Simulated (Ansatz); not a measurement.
An Ansatz (an electronic-structure program) input (r2SCAN (Ansatz), no SOC):

Ansatz 0.2 input:
```yaml
crystal:
  lattice:
    - [3.8932049524, 0, 0]
    - [0, 3.8932049524, 0]
    - [1.9466024762, -1.9466024762, 2.7120267963]
  atoms:
    - { symbol: Ga, position: [0, 0, 0] }
    - { symbol: P, position: [0.75, 0.75, 0.5] }
basis: { ecutwfc: 500, ecutrho_ratio: 4, xc_grid: 4, fft_grid_basis: typed }
kpoints: { mp_grid: { grid: [10, 10, 10] } }
hamiltonian:
  xc: r2scan
  dispersion: none
  pseudopotentials: { kind: paw }
scf: { occupations: { method: fermi_dirac, width: 0.05 } }
relax: { f_tol: 0.005, max_steps: 50, cell: { stress_tol: 0.01, fix: [a, b, gamma] } }
output: { forces: true, stress: true }
checkpoint: { write: state.ck, write_every: 1000 }
```

Question: Which symmetry and how many k-points will the program report, and about how many plane waves at Γ?

Answer: Space group I-4m2 (ITA 119) with 8 operations, k-points 102 of 1000, and 1041 plane waves at Γ.

Question: And the final pressure?

Answer: -0.98 GPa (compression positive).

The cells carry an imposed strain or load. Whether these cells are dynamically stable was not tested. The cell was made from GaP in the zinc blende structure (space group F-43m, No. 216) by this change: biaxial strain +1.00 %, plane normal [001], relaxed out of plane.
